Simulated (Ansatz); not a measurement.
An Ansatz (an electronic-structure program) run: MoTe2 with a change (x(S) = 0.875, 12 atoms, P3m1); r2SCAN+rVV10 (Ansatz, PAW, spin-orbit coupling left out).

Input:

Ansatz 0.2 input:
```yaml
crystal:
  lattice:
    - [3.2154697498, 0, 0]
    - [-1.6077348749, 2.7846784884, 0]
    - [0, 0, 25.3083836771]
  atoms:
    - { symbol: Mo, position: [0.6666666667, 0.3333333333, 0.6231126628] }
    - { symbol: Mo, position: [0.6666666667, 0.3333333333, 0.1364465872] }
    - { symbol: Mo, position: [0.3333333333, 0.6666666667, 0.8672517376] }
    - { symbol: Mo, position: [0.3333333333, 0.6666666667, 0.379015311] }
    - { symbol: S, position: [0.6666666667, 0.3333333333, 0.9281813971] }
    - { symbol: S, position: [0.6666666667, 0.3333333333, 0.439918603] }
    - { symbol: S, position: [0.3333333333, 0.6666666667, 0.6840271362] }
    - { symbol: S, position: [0.3333333333, 0.6666666667, 0.1962307343] }
    - { symbol: S, position: [0.3333333333, 0.6666666667, 0.5621416605] }
    - { symbol: Te, position: [0.3333333333, 0.6666666667, 0.059359971] }
    - { symbol: S, position: [0.6666666667, 0.3333333333, 0.8062770479] }
    - { symbol: S, position: [0.6666666667, 0.3333333333, 0.3180371512] }
basis: { ecutwfc: 500, ecutrho_ratio: 4, xc_grid: 4, fft_grid_basis: typed }
kpoints: { mp_grid: { grid: [12, 12, 2] } }
hamiltonian:
  xc: r2scan
  dispersion: rvv10
  pseudopotentials: { kind: paw }
scf: { occupations: { method: fermi_dirac, width: 0.05 }, convergence: { dr2_threshold: 0.0000000012 } }
output: { forces: true, stress: true }
checkpoint: { write: state.ck, write_every: 1000 }
```

Output (explanatory and most iteration lines left out):

```
Pseudopotential: Mo, paw, valence charge 14
Pseudopotential: S, paw, valence charge 6
Pseudopotential: Te, paw, valence charge 16
Crystal: 12 atoms, lattice volume = 226.613 Å³
Basis set: ecut = 500 eV, 5727 PW (Γ), exchange–correlation on 96×96×768 points (64 copies of the dense FFT grid, shifted against one another)
Bands: 69, of which v1, the nominal top of the filled ones, is band 57 counted from 1 (56 counted from 0)
Symmetry: 6 space group operations
Space group: P3m1 (ITA 156), of the structure as read, at distance tolerance 6.1e-5 Å
k-points: 38 of 288 (time reversal used)
Functional: x = r2scan, c = r2scan + rvv10(b = 11.95, C = 0.0093); τ floored in thin density (d = 2e-4 eV/Å³)
SCF iter   1: F=—  HF=-33204.423505 eV  |F-HF|=—  |Δ(HF+E_count)|=         —  Δρ=1.07e-2  dr2=5.71e-1  dr2_τ=1.85e-1  ethr=1.77e-3  ⟨swp⟩=6.3  Hψ=10208  notcnv=0
SCF iter   2: F=—  HF=-33204.541174 eV  |F-HF|=—  |Δ(HF+E_count)|=   1.18e-1  Δρ=5.28e-3  dr2=9.99e-2  dr2_τ=1.28e-2  ethr=5.00e-4  ⟨swp⟩=2.9  Hψ=4816  notcnv=0  defer=88
SCF 1 converged in 14 iterations: F = -33204.533521 eV  dr2 = 3.69e-10
SCF converged after 14 iterations
Free energy (F): -33204.533521 eV
Internal energy: -33204.532071 eV  (E = F + TS)
E sigma→0 (E₀):  -33204.532796 eV
Entropy (-TS):   -0.001450 eV (-0.121 meV/atom)
Fermi energy:    11.328937 eV
--- Forces (eV/Å), atoms counted from 1 ---
  atom   1  Mo    -0.00000000    -0.00000000     0.00632345
  atom   2  Mo     0.00000000     0.00000000     0.00624566
  atom   3  Mo    -0.00000000     0.00000000    -0.00533183
  atom   4  Mo     0.00000000     0.00000000     0.00058090
  atom   5  S      0.00000000     0.00000000    -0.00160269
  atom   6  S      0.00000000     0.00000000    -0.00141777
  atom   7  S      0.00000000    -0.00000000    -0.00356912
  atom   8  S     -0.00000000    -0.00000000    -0.00353601
  atom   9  S      0.00000000    -0.00000000    -0.00284329
  atom  10  Te     0.00000000    -0.00000000    -0.00216699
  atom  11  S      0.00000000     0.00000000     0.00727711
  atom  12  S      0.00000000     0.00000000     0.00004566
--- Stress (GPa, compression-positive) ---
        0.002863      -0.000000       0.000000
        0.000000       0.002863       0.000000
        0.000000       0.000000      -0.019502
  P = ⅓ Tr σ = -0.0046 GPa (-0.046 kbar)
```

These are small ordered cells, not random alloys; other orderings at the same x differ. Spin-orbit coupling, missing from the scalar runs, can matter with Te. Whether these cells are dynamically stable was not tested. The cell was made from MoTe2 by this change: x(S) = 0.875, 12 atoms, P3m1.
